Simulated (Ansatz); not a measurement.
Input:

```xyz
4
Lattice="3.0551 0.0000 0.0000 1.5276 2.6458 0.0000 0.0000 0.0000 5.0815" Properties=species:S:1:pos:R:3 pbc="T T T"
Al     1.5276     0.8819     0.0176
Al     3.0551     1.7639     2.5583
N      1.5276     0.8819     1.9235
N      3.0551     1.7639     4.4643
```

No spin polarisation.

Level of theory: PBE (Ansatz, an electronic-structure program), no spin-orbit coupling. Settings: 12×12×7 k-points, 0.05 eV Fermi–Dirac smearing.

Question: Predict the in-plane stress and band gap.

Answer: 
- Mean in-plane stress (compression positive): +11.8 GPa
- Band gap: 4.39 eV

The cells carry an imposed strain or load. Whether these cells are dynamically stable was not tested. The cell was made from AlN in the wurtzite structure (space group P6_3mc, No. 186) by this change: biaxial strain −2.40 %, plane normal [001], relaxed out of plane.
